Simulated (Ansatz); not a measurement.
Start from Ce in the fcc (Cu type) structure (space group Fm-3m, No. 225).

```
CELL_PARAMETERS angstrom
      0.00000     2.33221     2.33221
      2.33221     0.00000     2.33221
      2.33221     2.33221     0.00000
ATOMIC_POSITIONS crystal
  Ce 0.00000 0.00000 0.00000
```

All numbers come from r2SCAN/PAW in Ansatz (a first-principles code), spin-orbit coupling left out, earlier PAW set.

One change was made to it. Results:

| quantity | base | after |
|---|---|---|
| band gap | zero | zero |
| shortest interatomic distance | 6.233 bohr | 5.913 bohr |

What was done to the base?
A. pressure 10 GPa
B. pressure 0.7 GPa
C. pressure −1 GPa
D. pressure −2 GPa

A, pressure 10 GPa. For comparison, the shortest interatomic distance in the other runs: pressure −1 GPa gives 6.283 bohr; pressure 0.7 GPa gives 6.201 bohr; pressure −2 GPa gives 6.341 bohr.

Open 4f shells without U are poorly described, and the f state was not checked. Load acts through the strain it causes; cell and atoms are relaxed under it. Stability against distortions was not tested. No other phases were tried under pressure. Seeded moments were not kept for the base. The final runs are not spin-polarised.
